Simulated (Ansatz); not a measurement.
The starting structures come from a database of crystals and need not be the phases stable at ambient conditions.

By PBEsol, the system below comes out a metal.

Without scattering a metal conducts by its projected Fermi surface.

Data:

```
Si
1.0
    2.65853     0.00000     0.00000
   -1.32926     3.35362     0.00000
    1.32926     0.00000     3.25301
Si
2
Direct
  0.25000   0.50000   0.50000
  0.50000   0.00000   0.00000
```

Space group of this cell: Fddd. The cell is strained (lengths along the current scaled by 0.97, ions clamped); by PBEsol its mean pressure is 4.9 GPa.

The current flows along the normal of the first two printed cell vectors. No spin-orbit coupling; the value is a mean over 0.1 eV about the Fermi level.

Q: Estimate the ballistic conductance per area that PBEsol in Ansatz (a first-principles code) returns for this system.

A: 1.2 × 10¹⁵ S/m² for both spins.
